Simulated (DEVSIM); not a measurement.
System: Cr/SiO2/p-Si capacitor, at 300 K.

Layer 1 from the left is SiO2, thickness (nm) 1.50. Layer 2 from the left is Si, thickness (nm) 9600, Na (cm⁻³) 3.6e15.

Metal gate on the left, work function 4.5 eV. Fixed charge at the semiconductor interface -3.7e10 cm⁻² (in units of +e); interface traps 2.4e10 cm⁻² eV⁻¹, uniform in energy, neutral level at 0.3 of the gap above the valence band.

This is a model device: material constants are rounded textbook-type values typed into the input, and sizes, dopings and lifetimes were drawn at random. Values at 300 K.

SiO2: gap (eV) 9, affinity (eV) 0.9, permittivity 3.9. Si: gap (eV) 1.124, affinity (eV) 4.05, permittivity 11.7, Nc (cm⁻³) 2.86e19, Nv (cm⁻³) 3.1e19.

Simulated with DEVSIM: 1D Poisson equation in equilibrium, Boltzmann statistics, complete ionisation; no quantum confinement or tunnelling. Metal contacts follow the ideal Schottky-Mott rule: no Fermi-level pinning, no interface dipoles.

Q: What does the simulation give for the threshold voltage (band bending 2φF), the minimum of the low-frequency capacitance?

A: threshold voltage (band bending 2φF) 0.23 V; minimum of the low-frequency capacitance 0.0281 μF/cm².
